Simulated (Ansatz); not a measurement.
Base system: Ti in the hcp (Mg type) structure (space group P6_3/mmc, No. 194; a = 2.939 Å, c = 4.650 Å).

The values are results of PBE/PAW in Ansatz (a first-principles code), without spin-orbit coupling, earlier PAW set, not measurements.

Base values:

```
Property                 Result
-------------------  ----------
Band gap                   zero
Lattice parameter a  5.554 bohr
```

Perturbation: Hf takes the place of Ti on all its sites; the structure is relaxed again.

Tabulated Pauling electronegativity and covalent radius: Ti 1.54, 1.60 Å; Hf 1.30, 1.75 Å.

Problem. Estimate the effect on the band gap.

Solution. The band gap is still zero.

Problem. What does the calculation give for the lattice parameter a after the change?

Solution. The lattice parameter a rises by 0.501 bohr, from 5.554 bohr to 6.055 bohr.

Whether these cells are dynamically stable was not tested. The final runs are not spin-polarised.
